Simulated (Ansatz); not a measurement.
Take ZnO in the wurtzite structure (space group P6_3mc, No. 186; a = 3.235 Å, c = 5.211 Å) as the base.

All numbers come from plane-wave PAW DFT at the r2SCAN level (Ansatz, a quantum-chemistry and plane-wave program, 500 eV), scalar-relativistic without spin-orbit coupling.

Base values:

* **Lattice parameter a**: 6.114 bohr
* **Valence-band top at Γ**: 0.00, 0.00, -0.10 eV
* **Band gap**: 1.24 eV

Modification: a hydrostatic pressure of 0.3 GPa.

Problem. What happens to the lattice parameter a, valence-band top at Γ and band gap?

Solution. The lattice parameter a shrinks by 0.004 bohr (6.114 bohr → 6.110 bohr); the valence-band top at Γ (three highest levels, from the VBM) stays 0.00, 0.00, -0.10 eV; the band gap remains 1.24 eV.

Load acts through the strain it causes; cell and atoms are relaxed under it. Stability against distortions was not tested.
